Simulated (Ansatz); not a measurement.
The reference is Si in the diamond structure (space group Fd-3m, No. 227; a = 5.402 Å). Axes: x, y, z lie along the cube axes.

Computed with DFT with LDA, PAW potentials and a 420 eV plane-wave cutoff in Ansatz (an electronic-structure program), no spin-orbit coupling.

Base values:

- Band gap = 0.45 eV

The change: compressive biaxial strain of 1.25 % in the plane normal to [111], as in epitaxy on a mismatched substrate; the out-of-plane cell vector and the atoms relax.

Problem. What does the calculation give for the energy relative to the base after the change?

Solution. The energy rises by 4.3 meV/atom.

Problem. How does this affect the ratio −ε⊥/ε∥?

Solution. The ratio −ε⊥/ε∥ is 0.48.

Problem. How does this affect the band gap?

Solution. The band gap drops by 0.12 eV, from 0.45 eV to 0.33 eV.

No phonon test of stability was made.
